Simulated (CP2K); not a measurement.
Input and output of a self-consistent single point for Be3N2 (R3m, 5 atoms in the cell) (CP2K).

Level of theory: LDA (Pade form), GPW, DZVP-MOLOPT-SR-GTH basis, GTH-PADE potentials (GTH_POTENTIALS) in CP2K 2026.2.

The change in words: lattice scaled by 0.98. Reference geometry:
```yaml
crystal:
  lattice:
    - [5.13497, 0.00000, 0.00000]
    - [4.34982, 2.72891, 0.00000]
    - [4.34982, 1.25151, 2.42501]
  atoms:
    - { symbol: Be, position: [0.85900, 0.85900, 0.85900] }
    - { symbol: Be, position: [0.31769, 0.31769, 0.31769] }
    - { symbol: Be, position: [0.08881, 0.08881, 0.08881] }
    - { symbol: N, position: [0.20416, 0.20416, 0.20416] }
    - { symbol: N, position: [0.70844, 0.70844, 0.70844] }
```

Reference input (self-consistent single point, DFT LDA (Pade form), GPW, DZVP-MOLOPT-SR-GTH basis, GTH-PADE potentials (GTH_POTENTIALS)): CUTOFF = 600 Ry; REL_CUTOFF = 60 Ry; KPOINTS/SCHEME = MONKHORST-PACK 9 9 9; XC_FUNCTIONAL = PADE; Be/BASIS_SET = DZVP-MOLOPT-SR-GTH; Be/POTENTIAL = GTH-PADE-q4; N/BASIS_SET = DZVP-MOLOPT-SR-GTH; N/POTENTIAL = GTH-PADE-q5; METHOD = GPW; EPS_DEFAULT = 1e-10; NGRIDS = 5; SCF_GUESS = ATOMIC. This run's input differs from it in these lines:

```diff
@@ -59,5 +59,5 @@
     &CELL
-      A 5.13496500 0.00000000 0.00000000
-      B 4.34982000 2.72890700 0.00000000
-      C 4.34981900 1.25150500 2.42500900
+      A 5.03226600 0.00000000 0.00000000
+      B 4.26282400 2.67432900 0.00000000
+      C 4.26282300 1.22647500 2.37651000
       PERIODIC XYZ
```

Output (repeated stretches shortened):

```
 SCF WAVEFUNCTION OPTIMIZATION

  Step     Update method      Time    Convergence         Total energy    Change
     1 NoMix/Diag. 0.30E+00      -     1.66185475       -64.9276633989 -6.49E+01
     2 Broy./Diag. 0.30E+00      -     0.17622492       -61.3740754745  3.55E+00
     3 Broy./Diag. 0.30E+00      -     0.14788298       -62.9042213422 -1.53E+00
     4 Broy./Diag. 0.30E+00      -     0.03421273       -63.6370478605 -7.33E-01
     5 Broy./Diag. 0.30E+00      -     0.01217664       -63.6110396183  2.60E-02
     6 Broy./Diag. 0.30E+00      -     0.00211695       -63.6351001017 -2.41E-02
   [... 2 lines left out ...]
     9 Broy./Diag. 0.30E+00      -     0.00033803       -63.6428166205  1.18E-03
    10 Broy./Diag. 0.30E+00      -     0.00007695       -63.6423394899  4.77E-04
    11 Broy./Diag. 0.30E+00      -     0.00001915       -63.6420695080  2.70E-04
    12 Broy./Diag. 0.30E+00      -     0.00000078       -63.6420588632  1.06E-05
  *** SCF run converged in    12 steps ***

  Overlap energy of the core charge distribution:               0.00000000006113
  Self energy of the core charge distribution:                -90.43830909443713
  Core Hamiltonian energy:                                     16.52664765528873
  Hartree energy:                                              23.64668642813915
  Exchange-correlation energy:                                -13.37708385221086

  Total energy:                                               -63.64205886315898

                     Mulliken Population Analysis

 #  Atom  Element  Kind  Atomic population                           Net charge
       1     Be       1          3.514402                              0.485598
       2     Be       1          3.467216                              0.532784
   [... lines left out ...]

 STRESS| Analytical stress tensor [bar]
 STRESS|                        x                   y                   z
 STRESS|      x        8.48161087226E+04  -2.55194429532E+03  -1.55413648942E+03
 STRESS|      y       -2.55194429532E+03   9.29512284346E+04  -4.48644435512E+02
 STRESS|      z       -1.55413648942E+03  -4.48644435512E+02   9.34139669789E+04
 STRESS| 1/3 Trace                                             9.03937680454E+04
```

The run converged in 12 iterations. Against the reference run the free energy rises by 4.0 meV/atom, the pressure goes from -5.19 to 9.04 GPa, the largest force goes from 0.235 to 0.119 eV/Å and the gap on the mesh goes from 3.606 to 3.682 eV.

The starting cell comes from a database of computed structures (which also holds hypothetical and non-ambient phases and stackings), without a prior relaxation at this level. For this run, on top of that: lattice scaled by 0.98. Values carry the incompleteness of an atom-centred basis. With a pressure of about 9 GPa the cell is away from its equilibrium volume at this level.

Cost on one core of a shared machine: roughly 2 min.
